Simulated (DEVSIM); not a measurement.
System: Pt/SiO2/p-GaAs capacitor, at 300 K.

```
layer (left to right)  material  thickness (nm)  Na (cm⁻³)
---------------------  --------  --------------  ---------
1                          SiO2            7.30          -
2                          GaAs            3300     3.8e16
```

Metal gate on the left, work function 5.6 eV. Fixed charge at the semiconductor interface -1.3e10 cm⁻² (in units of +e); interface traps 1.7e12 cm⁻² eV⁻¹, uniform in energy, neutral level at 0.5 of the gap above the valence band.

The device is made up for the run: typed textbook-type constants, with dimensions and the other settings drawn at random. Values at 300 K.

| parameter | SiO2 | GaAs |
|---|---|---|
| gap (eV) | 9 | 1.424 |
| affinity (eV) | 0.9 | 4.07 |
| permittivity | 3.9 | 12.9 |
| Nc (cm⁻³) | - | 4.7e17 |
| Nv (cm⁻³) | - | 9e18 |

Simulated with DEVSIM: 1D Poisson equation in equilibrium, Boltzmann statistics, complete ionisation; no quantum confinement or tunnelling. Metal contacts follow the ideal Schottky-Mott rule: no Fermi-level pinning, no interface dipoles.

The substrate doping was swept, all else fixed.

| substrate doping (cm^-3) | flat-band voltage (V) | minimum of the low-frequency capacitance (μF/cm²) |
|---|---|---|
| 1.9e15 | 0.05 | 0.178 |
| 3.8e15 | 0.02 | 0.181 |
| 7.6e15 | -0.01 | 0.184 |
| 1.9e16 | -0.05 | 0.189 |
| 3.8e16 | -0.08 | 0.195 |
| 7.6e16 | -0.10 | ___ |

Task: Some entries are withheld; supply them.

Result: 
- 7.6e16, minimum of the low-frequency capacitance (μF/cm²): 0.202
